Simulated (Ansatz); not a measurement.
Take InAs in the zinc blende structure (space group F-43m, No. 216; a = 6.109 Å) as the base.

Computed with Kohn–Sham DFT with the r2SCAN functional, run in Ansatz (a first-principles code) with PAW and 500 eV plane waves, no SOC.

Before the change:

The width of the top valence band comes out as 2.80 eV and the volume per atom is 28.50 Å³.

The change: full substitution In → Ga; the structure is relaxed again.

Tabulated Pauling electronegativity and covalent radius: In 1.78, 1.42 Å; Ga 1.81, 1.22 Å.

Estimate the effect on the width of the top valence band and volume per atom.

The width of the top valence band grows by 0.60 eV, from 2.80 eV to 3.40 eV; the volume per atom decreases by 5.75 Å³ to 22.75 Å³.

The levels and masses belong to the bands next to the band gap. Whether these cells are dynamically stable was not tested.
